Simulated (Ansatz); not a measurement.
Checking a run of Ansatz (a quantum-chemistry and plane-wave program) on NaHfMg6 (P1, 8 atoms in the cell). The aim is a self-consistent single point with DFT, PBEsol, plane waves, default PAW files made with PBE.

Cell that was meant: a = 5.1792 Å, b = 6.4542 Å, c = 6.4542 Å, α = 60.04°, β = 90.00°, γ = 90.00°.

Part of the input:

Ansatz 0.2 input:
```yaml
    - [0.000000, 3.229190, 5.588335]
    - [0.000000, -3.229190, 5.588335]
  atoms:
    - { symbol: Na, position: [0.010421, 0.043775, 9.329625] }
    - { symbol: Mg, position: [0.026429, -1.595675, 6.537575] }
    - { symbol: Mg, position: [-0.021887, 1.571317, 6.677993] }
    - { symbol: Mg, position: [-0.019313, -0.010540, 3.775043] }
    - { symbol: Mg, position: [2.546468, -1.607123, 4.590717] }
    - { symbol: Mg, position: [2.598985, 1.595636, 4.665215] }
    - { symbol: Mg, position: [2.613678, -0.002348, 1.810458] }
    - { symbol: Hf, position: [2.603600, 0.004954, 7.320160] }
kpoints:
  mp_grid:
    grid: [5, 4, 4]
```

The program printed (abridged):

```
WARN basis.ecutwfc = 420 eV, the default
WARN ansatz: RAYON_NUM_THREADS=1 ignored (pool sized by the plan → 1); use --threads N
   [... lines left out ...]
PAW frozen core: Hf, regenerated for the run's functional, and the local potential with it
Initial density: superposition of atomic densities (neutral atoms: chi_scale 0, normalization atom), corrected by the library's trained network
Initial wavefunctions: pseudopotential atomic-orbital guess
Eigensolver: davidson
Functional: x = pbesol(κ = 0.804, μ = 0.12345679012345678), c = pbesol(β = 0.046)
SCF iter   1: F=—  HF=-28520.670620 eV  |F-HF|=—  |Δ(HF+E_count)|=         —  Δρ=9.09e-3  dr2=3.40e-1  ethr=1.77e-3  ⟨swp⟩=7.4  Hψ=9522  notcnv=0
all-band conjugate gradients solve this SCF's bands
preconditioner: auto → LDOS
SCF iter   2: F=—  HF=-28520.613692 eV  |F-HF|=—  |Δ(HF+E_count)|=   5.69e-2  Δρ=4.42e-3  dr2=4.88e-2  ethr=3.58e-4  ⟨swp⟩=2.2  Hψ=4134  notcnv=0  defer=123
   [... lines left out ...]
SCF iter   8: F=—  HF=-28520.600259 eV  |F-HF|=—  |Δ(HF+E_count)|=   7.78e-8  Δρ=1.65e-5  dr2=7.89e-7  ethr=5.63e-9  ⟨swp⟩=2.0  Hψ=3191  notcnv=0  defer=123
SCF iter   9: F=—  HF=-28520.600259 eV  |F-HF|=—  |Δ(HF+E_count)|=   1.04e-7  Δρ=5.98e-6  dr2=1.18e-7  ethr=8.31e-10  ⟨swp⟩=2.0  Hψ=3187  notcnv=0  defer=123
SCF iter  10: F=-28520.600259 eV  HF=-28520.600259 eV  |F-HF|=4.92e-9  |Δ(HF+E_count)|=   6.73e-9  Δρ=2.00e-6  dr2=1.09e-8  ethr=1.05e-10  ⟨swp⟩=11.1  Hψ=9531  notcnv=0
SCF 1 converged in 10 iterations: F = -28520.600259 eV  dr2 = 1.09e-8
Free energy (F): -28520.600259 eV
Internal energy: -28520.567484 eV  (E = F + TS)
E sigma→0 (E₀):  -28520.583871 eV
Entropy (-TS):   -0.032775 eV (-4.097 meV/atom)
Fermi energy:    6.724644 eV
--- Forces (eV/Å), atoms counted from 1 ---
  atom   1  Na     5.49541853     1.72518558     0.00726147
  atom   2  Mg     2.66630544     2.55702741   -10.74782143
  atom   3  Mg     5.94914016    -0.46359865    11.51439703
  atom   4  Mg     7.40660075    -2.52617282    -1.30084884
  atom   5  Mg    -4.16729293    -0.50122480   -12.70390609
  atom   6  Mg    -5.13274331     0.81247358    14.19754079
  atom   7  Mg    -7.32301468    -3.64324352    -0.58504708
  atom   8  Hf    -4.89434381     2.03956525    -0.38158861
--- Stress (GPa, compression-positive) ---
       36.717438       1.336301       0.109902
        1.336301      11.443912      11.812156
        0.109902      11.812156      33.008500
  P = ⅓ Tr σ = 27.0566 GPa (270.566 kbar)
  The stress holds the Pulay correction. Without it, at fixed plane waves, as pw.x and ABINIT print it: P = 27.0437 GPa
```

### Question
Is anything amiss in this input, and did it matter?

### Answer
The run is not sound. The fault is fractional and Cartesian coordinates mixed up. The same three numbers mean different points as fractional and as Cartesian coordinates. To fix it, make label and numbers agree, by changing either. The run converged in 10 iterations without an error; against the sound input the free energy goes up by 2.99 eV/atom, the pressure goes from -0.70 to 27.06 GPa and the largest force goes from 0.304 to 15.12 eV/Å.

The sound input it was made from differs as follows (other fixes are possible):
```diff
-    - { symbol: Na, position: [0.010421, 0.043775, 9.329625] }
-    - { symbol: Mg, position: [0.026429, -1.595675, 6.537575] }
-    - { symbol: Mg, position: [-0.021887, 1.571317, 6.677993] }
-    - { symbol: Mg, position: [-0.019313, -0.010540, 3.775043] }
-    - { symbol: Mg, position: [2.546468, -1.607123, 4.590717] }
-    - { symbol: Mg, position: [2.598985, 1.595636, 4.665215] }
-    - { symbol: Mg, position: [2.613678, -0.002348, 1.810458] }
-    - { symbol: Hf, position: [2.603600, 0.004954, 7.320160] }
+    - { symbol: Na, position_ang: [0.010421, 0.043775, 9.329625] }
+    - { symbol: Mg, position_ang: [0.026429, -1.595675, 6.537575] }
+    - { symbol: Mg, position_ang: [-0.021887, 1.571317, 6.677993] }
+    - { symbol: Mg, position_ang: [-0.019313, -0.010540, 3.775043] }
+    - { symbol: Mg, position_ang: [2.546468, -1.607123, 4.590717] }
+    - { symbol: Mg, position_ang: [2.598985, 1.595636, 4.665215] }
+    - { symbol: Mg, position_ang: [2.613678, -0.002348, 1.810458] }
+    - { symbol: Hf, position_ang: [2.603600, 0.004954, 7.320160] }
```

With that input, the run converged in 8 iterations: free energy E − TS (on the zero of these files) -28544.5379 eV; Fermi level (on the code's own zero) 6.79 eV; pressure -0.70 GPa; largest force (vector length) 0.304 eV/Å (DFT, PBEsol, plane waves, default PAW files made with PBE).

On the sound input: the starting cell comes from a database of computed structures (which also holds hypothetical and non-ambient phases and stackings), without a prior relaxation at this level. Its atoms were displaced at random from the sites of space group no. 38. Spin-orbit coupling is off. Ansatz's pressure includes its estimate of the finite-basis (Pulay) stress.
